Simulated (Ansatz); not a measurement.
# Worked sum: formation energy of Al24ReW (Pm-3) from the elements

Subject: the formation energy of Al24ReW (Pm-3) from the elements. Reaction: Re (hcp) + W (bcc) + 24 Al (fcc) → Al24ReW (Pm-3). A negative value means that the right-hand side lies lower. The value is per atom of the solid.

Al24ReW (Pm-3), 26 atoms in the cell; this is a cell from a database of computed structures that this text hasn't matched to a measured one; spin state with PBE: run without spin. Conventional cell: a = b = c = 7.5679 Å, α = β = γ = 90.00°.

Setting: static, neutral cells in Ansatz (PAW) whose structures rest at the PBE level. Ansatz (a quantum-chemistry and plane-wave program) runs with its PAW set soft_1. Other levels take these structures. The lattices are those relaxed with PBE, so at other levels the solids can be strained. Larger cells are relaxed from a start prepared with the learned potential CHGNet, on a coarser mesh till forces fall under 0.03 eV/Å, which some starts already meet. A dispersion term (D3(BJ), or D4 for r2SCAN) was computed beside these levels and is taken off wherever the name lacks it. Spin-orbit coupling is left out.

Total energies of the cells in eV, at zero smearing width. They compare only within one column; the weights balance every element.

```tsv
cell	atoms	weight	r2SCAN
Al24ReW (Pm-3)	26	+2	-34252.66044
Re (hcp)	2	−1	-21763.75038
W (bcc)	1	−2	-10398.25452
Al (fcc)	1	−48	-540.40807
```

r2SCAN: 2 × (-34252.66044) − (-21763.75038) − 2 × (-10398.25452) − 48 × (-540.40807) = -5.474 eV; dividing by 52 atoms gives -0.11 eV/atom.

What follows from the r2SCAN value: A formula unit of Al24ReW has 26 atoms, so it forms with -0.1053 × 26 = -2.738 eV, or -264.2 kJ/mol at 96.485 kJ/mol per eV.
